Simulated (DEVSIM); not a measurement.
Device: TaN/SiO2/n-Si capacitor, at 300 K.

| layer (left to right) | material | thickness (nm) | Nd (cm⁻³) |
|---|---|---|---|
| 1 | SiO2 | 5.20 | - |
| 2 | Si | 3400 | 2.9e16 |

Metal gate on the left, work function 4.4 eV. Fixed charge at the semiconductor interface 5.3e11 cm⁻² (in units of +e); no interface traps.

Constants are typed, rounded textbook-type inputs, not results; the design itself was drawn at random and stands for no fabricated device. Values at 300 K.

```
parameter      SiO2       Si
-------------  ----  -------
gap (eV)          9    1.124
affinity (eV)   0.9     4.05
permittivity    3.9     11.7
Nc (cm⁻³)         -  2.86e19
Nv (cm⁻³)         -   3.1e19
```

Simulated with DEVSIM: 1D Poisson equation in equilibrium, Boltzmann statistics, complete ionisation; no quantum confinement or tunnelling. Metal contacts follow the ideal Schottky-Mott rule: no Fermi-level pinning, no interface dipoles.

Task: Tabulate band edges, carrier densities and field at -0.6 V on the gate.

Result: Energies count from the Fermi level of the right contact; mesh points crowd at the junctions.

| x (μm) | Ec (eV) | Ev (eV) | n (cm⁻³) | p (cm⁻³) | field (V/cm) |
|---|---|---|---|---|---|
| 0.000 | 4.100 | -4.900 | < 1e2 | < 1e2 | -450000 |
| 0.001135 | 4.049 | -4.951 | < 1e2 | < 1e2 | -450000 |
| 0.002687 | 3.979 | -5.021 | < 1e2 | < 1e2 | -450000 |
| 0.004297 | 3.907 | -5.093 | < 1e2 | < 1e2 | -450000 |
| 0.005668 | 0.713 | -0.411 | 3.0e7 | 3.9e12 | -68000 |
| 0.007590 | 0.700 | -0.424 | 4.9e7 | 2.4e12 | -67000 |
| 0.01152 | 0.674 | -0.450 | 1.3e8 | 8.7e11 | -65000 |
| 0.02471 | 0.593 | -0.531 | 3.2e9 | 3.7e10 | -59000 |
| 0.04910 | 0.462 | -0.662 | 5.0e11 | 2.3e8 | -48000 |
| 0.1022 | 0.270 | -0.854 | 8.5e14 | 140000 | -24000 |
| 0.2110 | 0.180 | -0.944 | 2.7e16 | 4300 | -720 |
| 0.5758 | 0.178 | -0.946 | 2.9e16 | 4000 | ≈ 0 |
| 1.250 | 0.178 | -0.946 | 2.9e16 | 4000 | ≈ 0 |
| 2.311 | 0.178 | -0.946 | 2.9e16 | 4000 | ≈ 0 |
| 3.010 | 0.178 | -0.946 | 2.9e16 | 4000 | ≈ 0 |
| 3.218 | 0.178 | -0.946 | 2.9e16 | 4000 | ≈ 0 |
| 3.320 | 0.178 | -0.946 | 2.9e16 | 4000 | ≈ 0 |
| 3.365 | 0.178 | -0.946 | 2.9e16 | 4000 | ≈ 0 |
| 3.392 | 0.178 | -0.946 | 2.9e16 | 4000 | ≈ 0 |
| 3.400 | 0.178 | -0.946 | 2.9e16 | 4000 | ≈ 0 |
| 3.403 | 0.178 | -0.946 | 2.9e16 | 4000 | ≈ 0 |
| 3.405 | 0.178 | -0.946 | 2.9e16 | 4000 | ≈ 0 |
